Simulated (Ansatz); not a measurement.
KTaO₂ (model structure, started from the NaNbO2 type, P6₃/mmc, No. 194, 8 atoms in the cell), treated with PBE in Ansatz (PAW).

The input as run:

Ansatz 0.2 input:
```yaml
crystal:
  lattice:
    - [3.021133564, 0.0, 0.0]
    - [-1.510566782, 2.6163784146, 0.0]
    - [0.0, 0.0, 13.0108464704]
  atoms:
    - { symbol: K, position: [0.0, 0.0, 0.0] }
    - { symbol: K, position: [0.0, 0.0, 0.5] }
    - { symbol: Ta, position: [0.3333333333, 0.6666666667, 0.75] }
    - { symbol: Ta, position: [0.6666666667, 0.3333333333, 0.25] }
    - { symbol: O, position: [0.3333333333, 0.6666666667, 0.3495887891] }
    - { symbol: O, position: [0.6666666667, 0.3333333333, 0.6504112109] }
    - { symbol: O, position: [0.6666666667, 0.3333333333, 0.8495887891] }
    - { symbol: O, position: [0.3333333333, 0.6666666667, 0.1504112109] }
basis:
  ecutwfc: 520
  ecutrho_ratio: 4
  xc_grid: 2
kpoints:
  mp_grid: { grid: [12, 12, 4] }
  band_path:
    path:
      - [0.0, 0.0, 0.0]
      - [0.041667, 0.0, 0.0]
      - [0.083333, 0.0, 0.0]
      - [0.125, 0.0, 0.0]
      - [0.166667, 0.0, 0.0]
      - [0.208333, 0.0, 0.0]
      - [0.25, 0.0, 0.0]
      - [0.291667, 0.0, 0.0]
      - [0.333333, 0.0, 0.0]
      - [0.375, 0.0, 0.0]
      - [0.416667, 0.0, 0.0]
      - [0.458333, 0.0, 0.0]
      - [0.5, 0.0, 0.0]
      - [0.472222, 0.055556, 0.0]
      - [0.444444, 0.111111, 0.0]
      - [0.416667, 0.166667, 0.0]
      - [0.388889, 0.222222, 0.0]
      - [0.361111, 0.277778, 0.0]
      - [0.333333, 0.333333, 0.0]
      - [0.309524, 0.309524, 0.0]
      - [0.285714, 0.285714, 0.0]
      - [0.261905, 0.261905, 0.0]
      - [0.238095, 0.238095, 0.0]
      - [0.214286, 0.214286, 0.0]
      - [0.190476, 0.190476, 0.0]
      - [0.166667, 0.166667, 0.0]
      - [0.142857, 0.142857, 0.0]
      - [0.119048, 0.119048, 0.0]
      - [0.095238, 0.095238, 0.0]
      - [0.071429, 0.071429, 0.0]
      - [0.047619, 0.047619, 0.0]
      - [0.02381, 0.02381, 0.0]
      - [0.0, 0.0, 0.5]
      - [0.041667, 0.0, 0.5]
      - [0.083333, 0.0, 0.5]
      - [0.125, 0.0, 0.5]
      - [0.166667, 0.0, 0.5]
      - [0.208333, 0.0, 0.5]
      - [0.25, 0.0, 0.5]
      - [0.291667, 0.0, 0.5]
      - [0.333333, 0.0, 0.5]
      - [0.375, 0.0, 0.5]
      - [0.416667, 0.0, 0.5]
      - [0.458333, 0.0, 0.5]
      - [0.5, 0.0, 0.5]
      - [0.472222, 0.055556, 0.5]
      - [0.444444, 0.111111, 0.5]
      - [0.416667, 0.166667, 0.5]
      - [0.388889, 0.222222, 0.5]
      - [0.361111, 0.277778, 0.5]
      - [0.333333, 0.333333, 0.5]
      - [0.309524, 0.309524, 0.5]
      - [0.285714, 0.285714, 0.5]
      - [0.261905, 0.261905, 0.5]
      - [0.238095, 0.238095, 0.5]
      - [0.214286, 0.214286, 0.5]
      - [0.190476, 0.190476, 0.5]
      - [0.166667, 0.166667, 0.5]
      - [0.142857, 0.142857, 0.5]
      - [0.119048, 0.119048, 0.5]
      - [0.095238, 0.095238, 0.5]
      - [0.071429, 0.071429, 0.5]
      - [0.047619, 0.047619, 0.5]
      - [0.02381, 0.02381, 0.5]
    npoints: 1
hamiltonian:
  xc: pbe
  dispersion: none
  pseudopotentials: { kind: paw }
scf:
  occupations: { method: fermi_dirac, width: 0.01 }
  convergence: { dr2_threshold: 0.0000000008 }
output:
  forces: true
  stress: true
  eigenvalues: true
  write_bands: true
```

From the output:

```
Crystal: 8 atoms, lattice volume = 102.843 Å³
Basis set: ecut = 520 eV, 2809 PW (Γ), exchange–correlation on 48×48×200 points (8 copies of the dense FFT grid, shifted against one another)
Bands: 42, of which v1, the nominal top of the filled ones, is band 34 counted from 1 (33 counted from 0)
Symmetry: 24 space group operations
Space group: P63/mmc (ITA 194), of the structure as read, at distance tolerance 4.7e-5 Å
k-points: 57 of 576
Functional: x = pbe(κ = 0.804, μ = 0.2195149727645171), c = pbe(β = 0.06672455060314922)
SCF iter   1: F=—  HF=-25216.330637 eV  |F-HF|=—  |Δ(HF+E_count)|=         —  Δρ=6.31e-3  dr2=5.42e-2
SCF iter   2: F=—  HF=-25216.325968 eV  |F-HF|=—  |Δ(HF+E_count)|=   4.67e-3  Δρ=3.31e-3  dr2=7.79e-3
  ...
SCF iter   7: F=—  HF=-25216.326382 eV  |F-HF|=—  |Δ(HF+E_count)|=   2.22e-6  Δρ=2.48e-6  dr2=8.03e-9
SCF iter   8: F=-25216.326382 eV  HF=-25216.326382 eV  |F-HF|=3.64e-12  |Δ(HF+E_count)|=   2.53e-9  Δρ=5.41e-7  dr2=3.57e-10
SCF 1 converged in 8 iterations: F = -25216.326382 eV  dr2 = 3.57e-10
SCF converged after 8 iterations
Free energy (F): -25216.326382 eV
Internal energy: -25216.326382 eV  (E = F + TS)
E sigma→0 (E₀):  -25216.326382 eV
Fermi energy:    14.884627 eV
--- Forces (eV/Å), atoms counted from 1 ---
  atom   1  K      0.00000000    -0.00000000    -0.00000000
  atom   2  K      0.00000000     0.00000000     0.00000000
  atom   3  Ta    -0.00000000    -0.00000000    -0.00000000
  atom   4  Ta     0.00000000     0.00000000     0.00000000
  atom   5  O     -0.00000000     0.00000000     0.00095022
  atom   6  O     -0.00000000    -0.00000000    -0.00095022
  atom   7  O     -0.00000000    -0.00000000     0.00095022
  atom   8  O     -0.00000000     0.00000000    -0.00095022
--- Stress (GPa, compression-positive) ---
        0.008944      -0.000000      -0.000000
        0.000000       0.008944      -0.000000
       -0.000000      -0.000000       0.015955
  P = ⅓ Tr σ = 0.0113 GPa (0.113 kbar)
```

Note: the relaxation could raise the start's symmetry but not lower it, so the cell can be a saddle point.

A model structure was made by putting elements into a prototype or built by hand; it is no filed structure, need not be a known phase, and can be a saddle point held by its symmetry.

Ansatz is a first-principles code.
